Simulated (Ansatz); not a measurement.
In2S3 (R-3c, No. 167, 10 atoms in the cell; start mp-22375; a measured phase of this formula has another space group), treated with HSE06 (Ansatz, a program for electronic structure, PAW).

Settings: plane-wave cutoff 460 eV, 4×4×4 k mesh, Fermi–Dirac smearing 0.01 eV, scalar-relativistic PAW data made under PBE.

Cell (relaxed with PBEsol):

```yaml
crystal:
  lattice:
    - [3.28658, 1.89751, 5.86900]
    - [-3.28658, 1.89751, 5.86900]
    - [0.00000, -3.79502, 5.86900]
  atoms:
    - { symbol: In, position: [0.35529, 0.35529, 0.35529] }
    - { symbol: In, position: [0.64471, 0.64471, 0.64471] }
    - { symbol: In, position: [0.14471, 0.14471, 0.14471] }
    - { symbol: In, position: [0.85529, 0.85529, 0.85529] }
    - { symbol: S, position: [0.54722, 0.25000, 0.95278] }
    - { symbol: S, position: [0.45278, 0.75000, 0.04722] }
    - { symbol: S, position: [0.95278, 0.54722, 0.25000] }
    - { symbol: S, position: [0.04722, 0.45278, 0.75000] }
    - { symbol: S, position: [0.25000, 0.95278, 0.54722] }
    - { symbol: S, position: [0.75000, 0.04722, 0.45278] }
```

### Question
Give the computed band gap and smallest direct gap on the k points sampled.

### Answer

band gap: 1.52 eV
smallest direct gap on the k points sampled: 1.76 eV

Note: cell and atoms aren't relaxed at this level (pressure 0.7 GPa).

Spin–orbit coupling is not included.

Static lattice: no zero-point or thermal effects.

It cost around 11 core-minutes (rough) of CPU time.

A start named mp-… is a Materials Project structure, which need not be a measured phase.
